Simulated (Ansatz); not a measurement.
Start from WC (space group P-6m2, No. 187; a = 2.899 Å, c = 2.827 Å; relaxed with 0.1 eV smearing). Axes: x lies along a and z along c of the hexagonal cell.

The values are results of PBEsol, PAW, 420 eV (Ansatz, a quantum-chemistry and plane-wave program; without spin-orbit coupling), not measurements.

Base values:

```
Property                        Result
-----------------------------  -------
Shortest interatomic distance  2.191 Å
```

One thing is altered: uniaxial stress, 1 GPa tension along z; all other stress components relax to zero.

Q: Predict the new energy relative to the base.

A: The energy is nearly the same.

Q: Estimate the effect on the strain response.

A: The strain response (xx, yy, zz) is (−0.02, −0.02, +0.11) %.

Q: What does the calculation give for the shortest interatomic distance after the change?

A: The shortest interatomic distance stays 2.191 Å.

Beyond what the load breaks, stability against distortions was not tested. All final runs are without spin polarisation.
